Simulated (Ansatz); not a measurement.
# ZnS under load (space group I-4m2): band-edge transport data

Input:

```
ZnS
1.0
    0.00000     2.66165     2.72282
    2.66165     0.00000     2.72282
    2.66165     2.66165     0.00000
Zn S
1 1
Direct
  0.00000   0.00000   0.00000
  0.25000   0.25000   0.25000
```

Method: PBEsol with spin-orbit coupling, rigid bands (plane waves, PAW; Ansatz, an electronic-structure program). Condition of this run: uniaxial stress zz = -1 GPa (compression positive) (the target of the relaxation). Geometry: cell and atoms relaxed with PBEsol, then loaded as said.

- band gap = 2.02 eV
- electron conductivity mass (300 K, dilute) = 0.178 mₑ
- hole conductivity mass (300 K, dilute) = 0.72 (x), 0.72 (y), 0.85 (z) mₑ
- effective density of states N_c (300 K) = 1.9e18 cm⁻³
- effective density of states N_v (300 K) = 2.8e19 cm⁻³
- density-of-states mass, electrons = 0.178 mₑ
- density-of-states mass, holes = 1.08 mₑ
- Seebeck coefficient, n-type 1e19 cm⁻³, 300 K = -104 μV/K
- Seebeck coefficient, p-type 1e19 cm⁻³, 300 K = 354 μV/K
- best p-type power factor at 300 K for τ = 10 fs (best axis; densities from 1e16 to 1e21 cm⁻³ tried, whether or not they can be reached) = 15.7 μW/(cm·K²) at 3e20 cm⁻³

Rigid bands; masses and Seebeck coefficients take one relaxation time τ for all states and one kind of carrier; polarons and phonon drag are left out.
